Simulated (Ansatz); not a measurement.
Hf2AlB2 (model structure, started from the Ti2InB2 type, P-6m2, No. 187, 5 atoms in the cell): properties by level of theory

| level (code) | lattice constant a (Å) | lattice parameter c (Å) | bulk modulus B0 (GPa) | cohesive energy (eV/atom) |
|---|---|---|---|---|
| LDA (Ansatz) | 3.108 | 8.006 | 171 | 7.45 |
| PBE (Ansatz) | 3.158 | … | … | 6.48 |
| PBEsol (Ansatz) | 3.133 | 8.070 | 163 | … |
| r²SCAN (Ansatz) | 3.146 | 8.117 | 163 | … |

Problem. Fill in the missing entries.

Solution. 
- PBE (Ansatz, a quantum-chemistry and plane-wave program), lattice parameter c (Å): 8.141
- PBE (Ansatz), bulk modulus B0 (GPa): 155
- PBEsol (Ansatz), cohesive energy (eV/atom): 7.03
- r²SCAN (Ansatz), cohesive energy (eV/atom): 6.52

Caveats: the bulk modulus is −V dP/dV from two relaxed cells at ±2 % in volume (LDA, PBE, PBEsol, r²SCAN). Ansatz's density-functional and Hartree–Fock values are scalar-relativistic unless marked +SOC, with PAW data made under PBE.

Free atoms are spin-polarised, in the lowest state found; at levels without +SOC their spin–orbit coupling is left out.

A model structure was made by putting elements into a prototype or built by hand; it is no filed structure, need not be a known phase, and can be a saddle point held by its symmetry.
